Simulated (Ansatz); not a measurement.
# Effect of pressure −1 GPa on BN

The parent structure is BN in the zinc blende structure (space group F-43m, No. 216; a = 3.6241 Å).

Perturbation: hydrostatic tension (pressure −1 GPa).

All numbers come from PBE/PAW in Ansatz (an electronic-structure program), scalar-relativistic without spin-orbit coupling, earlier PAW set. Settings: 16×16×16 k-points, 0.05 eV Fermi–Dirac smearing.

| quantity | base | changed | shift |
|---|---|---|---|
| volume per atom | 5.95 Å³ | 5.97 Å³ | +0.02 Å³ |
| density | 3.46 g/cm³ | 3.45 g/cm³ | -0.01 g/cm³ |
| lattice parameter a | 3.624 Å | 3.627 Å | +0.003 Å |
| shortest interatomic distance | 1.569 Å | 1.571 Å | +0.0014 Å |
| enthalpy H = E + PV relative to the base's energy | – | -0.04 eV/atom | – |
| band gap | 4.46 eV | 4.46 eV | 0.00 eV |
| gap character | indirect, Γ → X | indirect, Γ → X | – |
| smallest direct gap | 8.79 eV | 8.78 eV | -0.01 eV |
| width of the top valence band | 6.45 eV | 6.43 eV | -0.02 eV |
| electron mass | 0.91 mₑ along k, 0.30 mₑ across (at X) | 0.92 mₑ along k, 0.30 mₑ across (at X) | – |
| hole mass (degenerate bands, along [100]) | 0.50, 0.53, 0.53 mₑ (at Γ) | 0.50, 0.53, 0.53 mₑ (at Γ) | – |

Cost of the whole job for the changed cell (relaxation, final SCF and bands): very roughly 10 core-seconds.

Load acts through the strain it causes; cell and atoms are relaxed under it. Masses are band curvatures over ±0.01 Å⁻¹ around the edge. Along k means along the line from Γ to the band edge. No phonon test of stability was made.
